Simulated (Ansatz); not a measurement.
BeS: element substitutions

Take BeS in the zinc blende structure (space group F-43m, No. 216; a = 4.838 Å) as the base.

Each row replaces one element on all its sites; cell and atoms are relaxed.

Method: DFT with PBEsol, PAW potentials and a 420 eV plane-wave cutoff in Ansatz (an electronic-structure program), no spin-orbit coupling.

Question: Only one of these has no band gap. Which?
A) S → Te
B) S → P
C) Be → Ca

Answer: B, S → P. Computed: S → Te: 1.84 eV; S → P: zero; Be → Ca: 3.59 eV

Spin-orbit coupling, missing from the scalar runs, can matter with Te. Whether these cells are dynamically stable was not tested. As relaxed here, BeP and CaS are hypothetical phases, not in the database extracts checked. All final runs are without spin polarisation. An odd electron count without spin: BeP.
